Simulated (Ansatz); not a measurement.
Worked example: self-consistent single point of Y2Fe2Si2C (Cm, 7 atoms in the cell) in Ansatz (an electronic-structure program).

Computed with LDA (PW92), default PAW files made with PBE (plane waves; Ansatz).

```
CELL_PARAMETERS angstrom
      5.26104    -1.95500     0.00000
      5.26104     1.95500     0.00000
     -4.26468     0.00000     5.18503
ATOMIC_POSITIONS crystal
  Y  0.44397 0.44397 0.71496
  Y  0.55994 0.55994 0.29468
  Fe 0.79891 0.79891 0.90463
  Fe 0.20109 0.20109 0.09537
  Si 0.83805 0.83805 0.28269
  Si 0.16195 0.16195 0.71731
  C  0.00000 0.00000 0.00000
```

Reference input (self-consistent single point, DFT, LDA (PW92), plane waves, default PAW files made with PBE): basis.ecutwfc = 30.9 Ry; kpoints.mp_grid.grid = 6 6 4; hamiltonian.xc = lda; hamiltonian.pseudopotentials = {kind: paw} (the program's default PAW files); scf.occupations.method = gaussian; scf.occupations.width = 0.0073 Ry. This run's input differs from it in these lines:

Ansatz 0.2 input:
```diff
@@ -16,3 +16,3 @@
 kpoints:
-  mp_grid: { grid: [6, 6, 4] }
+  mp_grid: { grid: [10, 10, 7] }
 hamiltonian:
@@ -21,3 +21,3 @@
 scf:
-  occupations: { method: gaussian, width: 0.0073 Ry }
+  occupations: { method: methfessel_paxton, width: 0.0735 Ry }
 output:
```

The program printed (abridged):

```
SCF iter   1: F=—  HF=-17796.932953 eV  |F-HF|=—  |Δ(HF+E_count)|=         —  Δρ=8.75e-3  dr2=3.56e-2  ethr=1.77e-3  ⟨swp⟩=5.1  Hψ=32654  notcnv=0
all-band conjugate gradients solve this SCF's bands
preconditioner: auto → Kerker (q_TF=auto, 2.519 Å⁻¹)
SCF iter   2: F=—  HF=-17796.924719 eV  |F-HF|=—  |Δ(HF+E_count)|=   8.23e-3  S|Δr|=    0.00e0  Δρ=4.08e-3  dr2=1.09e-2  ethr=5.39e-5  ⟨swp⟩=1.7  Hψ=10832  notcnv=0
   [... lines left out ...]
SCF iter   5: F=—  HF=-17796.922087 eV  |F-HF|=—  |Δ(HF+E_count)|=   6.71e-5  S|Δr|=    0.00e0  Δρ=7.15e-5  dr2=9.48e-6  ethr=1.45e-7  ⟨swp⟩=2.4  Hψ=12792  notcnv=0
SCF iter   6: F=—  HF=-17796.922084 eV  |F-HF|=—  |Δ(HF+E_count)|=   2.29e-6  S|Δr|=    0.00e0  Δρ=2.77e-5  dr2=1.09e-6  ethr=1.44e-8  ⟨swp⟩=2.1  Hψ=11645  notcnv=0
SCF iter   7: F=-17796.922084 eV  HF=-17796.922084 eV  |F-HF|=1.68e-8  |Δ(HF+E_count)|=   1.08e-7  S|Δr|=    0.00e0  Δρ=5.53e-6  dr2=1.82e-8  ethr=1.52e-10  ⟨swp⟩=4.6  Hψ=35651  notcnv=0
SCF 1 converged in 7 iterations: F = -17796.922084 eV  dr2 = 1.82e-8
Stability not checked (fill_not_monotonic)
Free energy (F): -17796.922084 eV
Internal energy: -17797.168375 eV  (E = F + TS)
E sigma→0 (E₀):  -17796.983657 eV
Entropy (-TS):   0.246291 eV (35.184 meV/atom)
Fermi energy:    12.855505 eV
--- Forces (eV/Å), atoms counted from 1 ---
  atom   1  Y     -0.03800943     0.00000000    -0.31360502
  atom   2  Y      0.03660622    -0.00000000     0.04850656
  atom   3  Fe     0.21728635    -0.00000000     0.31936144
  atom   4  Fe    -0.18619781     0.00000000    -0.22240603
   [... lines left out ...]
  atom   7  C     -0.03806822    -0.00000000     0.08741185
--- Stress (GPa, compression-positive) ---
       -7.475821      -0.000000      -0.844975
       -0.000000      -7.123839       0.000000
       -0.844981       0.000000      -5.514081
  P = ⅓ Tr σ = -6.7046 GPa (-67.046 kbar)
  The stress holds the Pulay correction. Without it, at fixed plane waves, as pw.x and ABINIT print it: P = -6.8417 GPa
```

The run converged in 7 iterations. Against the reference run the free energy rises by 20.7 meV/atom, the pressure goes from -6.55 to -6.70 GPa and the largest force goes from 0.300 to 0.386 eV/Å.

The starting cell comes from a database of computed structures (which also holds hypothetical and non-ambient phases and stackings), without a prior relaxation at this level. Its lattice was rescaled by up to half a per cent. One atom was moved a little off its site on purpose. Spin polarisation is off. With a pressure of about -7 GPa the cell is away from its equilibrium volume at this level. Ansatz's pressure includes its estimate of the finite-basis (Pulay) stress.

Cost on one core of a shared machine: roughly 80 s.
